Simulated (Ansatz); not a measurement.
For La2F (model structure, started from the Ca2N type, R-3m, No. 166, 3 atoms in the cell), PBEsol (Ansatz, an electronic-structure program, PAW) gives:

| Quantity | Result |
|---|---|
| lattice constant a | 3.823 Å |
| lattice parameter c | 17.916 Å |
| bulk modulus B0 | 44.6 GPa |

### Question
What does r²SCAN (PAW; Ansatz) give for the same quantities?

### Answer

- lattice constant a: 3.919 Å (increases by 2.5 %)
- lattice parameter c: 18.128 Å (rises by 1.2 %)
- bulk modulus: 44.1 GPa (decreases by 1.1 %)

Changes are worked out from the printed values.

Unless a cell is named, each level is at its own relaxed cell (PBEsol 25.20, r²SCAN 26.79 Å³/atom).

Caveats: the bulk modulus is −V dP/dV from two relaxed cells at ±2 % in volume (PBEsol, r²SCAN). Ansatz's density-functional and Hartree–Fock values are scalar-relativistic unless marked +SOC, with PAW data made under PBE.

A model structure was made by putting elements into a prototype or built by hand; it is no filed structure, need not be a known phase, and can be a saddle point held by its symmetry.
